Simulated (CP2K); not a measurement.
## Input and output of a self-consistent single point for Nb₃Sn (Pm-3n, 8 atoms in the cell) (CP2K)

Method of the run: PBE, GPW, DZVP-MOLOPT-SR-GTH basis, GTH-PBE potentials (GTH_POTENTIALS) run with CP2K.

The input file:

```
&GLOBAL
  PROJECT run
  RUN_TYPE ENERGY_FORCE
  PRINT_LEVEL LOW
&END GLOBAL
&FORCE_EVAL
  METHOD Quickstep
  STRESS_TENSOR ANALYTICAL
  &DFT
    BASIS_SET_FILE_NAME BASIS_MOLOPT
    POTENTIAL_FILE_NAME GTH_POTENTIALS
    &QS
      METHOD GPW
      EPS_DEFAULT 1E-10
    &END QS
    &MGRID
      CUTOFF 500
      REL_CUTOFF 50
      NGRIDS 5
    &END MGRID
    &SCF
      SCF_GUESS ATOMIC
      EPS_SCF 1E-6
      MAX_SCF 100
      ADDED_MOS 14
      &DIAGONALIZATION
        ALGORITHM STANDARD
      &END DIAGONALIZATION
      &MIXING
        METHOD BROYDEN_MIXING
        ALPHA 0.2
        NBUFFER 12
      &END MIXING
      &SMEAR ON
        METHOD GAUSSIAN
        SIGMA [eV] 0.1
      &END SMEAR
    &END SCF
    &KPOINTS
      SCHEME MONKHORST-PACK 5 5 5
    &END KPOINTS
    &XC
      &XC_FUNCTIONAL PBE
      &END XC_FUNCTIONAL
    &END XC
    &PRINT
      &MO
        EIGENVALUES T
        OCCUPATION_NUMBERS T
        NDIGITS 8
        FILENAME mo
        &EACH
          QS_SCF 0
        &END EACH
        ADD_LAST NUMERIC
      &END MO
      &MULLIKEN OFF
      &END MULLIKEN
    &END PRINT
  &END DFT
  &SUBSYS
    &CELL
      A 5.40016900 0.00000000 0.00000000
      B 0.00000000 5.40016900 0.00000000
      C 0.00000000 0.00000000 5.40016900
      PERIODIC XYZ
    &END CELL
    &COORD
      SCALED
      Nb       0.25000000     0.00000000     0.50000000
      Nb       0.75000000     0.00000000     0.50000000
      Nb       0.50000000     0.75000000     0.00000000
      Nb       0.50000000     0.25000000     0.00000000
      Nb       0.00000000     0.50000000     0.75000000
      Nb       0.00000000     0.50000000     0.25000000
      Sn       0.00000000     0.00000000     0.00000000
      Sn       0.50000000     0.50000000     0.50000000
    &END COORD
    &KIND Nb
      BASIS_SET DZVP-MOLOPT-SR-GTH
      POTENTIAL GTH-PBE-q13
    &END KIND
    &KIND Sn
      BASIS_SET DZVP-MOLOPT-SR-GTH
      POTENTIAL GTH-PBE-q4
    &END KIND
  &END SUBSYS
  &PRINT
    &FORCES ON
    &END FORCES
    &STRESS_TENSOR ON
    &END STRESS_TENSOR
  &END PRINT
&END FORCE_EVAL
```

The program printed (abridged):

```
 GLOBAL| Method name                                                        CP2K
 GLOBAL| Project name                                                        run
 GLOBAL| Run type                                                   ENERGY_FORCE

 TOTAL NUMBERS AND MAXIMUM NUMBERS

  Total number of            - Atomic kinds:                                   2
                             - Atoms:                                          8
                             - Shell sets:                                     8
                             - Shells:                                        58
                             - Primitive Cartesian functions:                 52
                             - Cartesian basis functions:                    214
                             - Spherical basis functions:                    182

  Maximum angular momentum of- Orbital basis functions:                        3
                             - Local part of the GTH pseudopotential:          2
                             - Non-local part of the GTH pseudopotential:      4

 SCF PARAMETERS         Density guess:                                    ATOMIC
                        max_scf:                                             100
                        max_diis:                                              4
                        eps_scf:                                        1.00E-06
                        eps_diis:                                       1.00E-01
                        eps_eigval:                                     1.00E-05
                        level_shift [a.u.]:                             0.000000
                        added MOs                                        14    0
                        Mixing method:                            BROYDEN_MIXING
                                                charge density mixing in g-space
                        Smear method:                                   GAUSSIAN
                        Smearing width (sigma) [a.u.]:                  3.67E-03
                        Accuracy threshold:                             1.00E-10
                        No outer SCF

 Extrapolation method: initial_guess

 Number of electrons:                                                         86
 Number of occupied orbitals:                                                 43
 Number of molecular orbitals:                                                57

 Number of orbital functions:                                                182
 Number of independent orbital functions:                                    182

 SCF WAVEFUNCTION OPTIMIZATION

  Step     Update method      Time    Convergence         Total energy    Change
     1 NoMix/Diag. 0.20E+00      -     0.87646548      -351.1185150706 -3.51E+02
     2 Broy./Diag. 0.20E+00      -     0.07141055      -358.0005261215 -6.88E+00
     3 Broy./Diag. 0.20E+00      -     0.10453811      -352.9977465672  5.00E+00
     4 Broy./Diag. 0.20E+00      -     0.04617627      -349.6486575862  3.35E+00
     5 Broy./Diag. 0.20E+00      -     0.00816879      -349.7613206507 -1.13E-01
     6 Broy./Diag. 0.20E+00      -     0.00411598      -349.5854603427  1.76E-01
     7 Broy./Diag. 0.20E+00      -     0.00146176      -349.6780274882 -9.26E-02
     8 Broy./Diag. 0.20E+00      -     0.00022822      -349.6513655675  2.67E-02
     9 Broy./Diag. 0.20E+00      -     0.00019365      -349.6552311405 -3.87E-03
    10 Broy./Diag. 0.20E+00      -     0.00001915      -349.6520326517  3.20E-03
    11 Broy./Diag. 0.20E+00      -     0.00002595      -349.6519536872  7.90E-05
    12 Broy./Diag. 0.20E+00      -     0.00000578      -349.6518314759  1.22E-04
    13 Broy./Diag. 0.20E+00      -     0.00000022      -349.6517470533  8.44E-05

  *** SCF run converged in    13 steps ***

  Electronic density on regular grids:        -86.0000000000       -0.0000000000
  Core density on regular grids:               85.9999999912       -0.0000000088
  Total charge density on r-space grids:       -0.0000000089
  Total charge density g-space grids:          -0.0000000089

  Overlap energy of the core charge distribution:               0.00000000001421
  Self energy of the core charge distribution:               -636.75575725631518
  Core Hamiltonian energy:                                    143.36316560248173
  Hartree energy:                                             187.12010417475162
  Exchange-correlation energy:                                -43.37596016147381
  Smearing free energy correction:                             -0.00329941211089
  Fermi energy:                                                 0.42793469945976

  Total energy:                                              -349.65174705330611
  Total energy (extrapolated to sigma->0):                   -349.65009734725066

 ENERGY| Total FORCE_EVAL ( QS ) energy [hartree]           -349.651744953417790

 FORCES| Atomic forces [hartree/bohr]
 FORCES|   Atom     x               y               z               |f|
 FORCES|      1  3.20773261E-06  7.50464931E-09  9.70979813E-09   3.20775609E-06
 FORCES|      2 -3.20685893E-06  1.28958323E-08 -1.45499626E-08   3.20691787E-06
 FORCES|      3 -9.88807976E-09 -3.26567778E-06 -1.13254349E-08   3.26571239E-06
 FORCES|      4 -1.52790502E-08  3.24561208E-06  1.29339212E-08   3.24567382E-06
 FORCES|      5 -1.35596901E-10 -1.17817015E-08 -3.22923858E-06   3.22926007E-06
 FORCES|      6  2.41598691E-08  1.25137482E-08  3.23536058E-06   3.23547499E-06
 FORCES|      7 -3.03187748E-09  8.35265881E-10 -5.14767974E-09   6.03229284E-09
 FORCES|      8  3.51479593E-09 -1.69060937E-09  2.46913992E-09   4.61612417E-09
 FORCES| Sum     2.13744061E-10  2.11484737E-10  2.11788572E-10
 FORCES| Total atomic force                                       3.67786238E-10

 STRESS| Analytical stress tensor [bar]
 STRESS|                        x                   y                   z
 STRESS|      x       -5.36197319731E+04   4.70214826277E-11   1.29218044629E-02
 STRESS|      y        4.70214826277E-11  -5.36197047595E+04  -1.29223002475E-02
 STRESS|      z        1.29218044629E-02  -1.29223002475E-02  -5.36196314450E+04
 STRESS| 1/3 Trace                                            -5.36196893925E+04
```

The run converged in 13 iterations.

The starting cell comes from a database of computed structures (which also holds hypothetical and non-ambient phases and stackings), without a prior relaxation at this level. Its lattice was rescaled by a random factor within 2.5 % of one. Spin polarisation is off. Values carry the incompleteness of an atom-centred basis. With a pressure of about -5 GPa the cell is away from its equilibrium volume at this level.

Cost on one core of a shared machine: roughly 2 min.
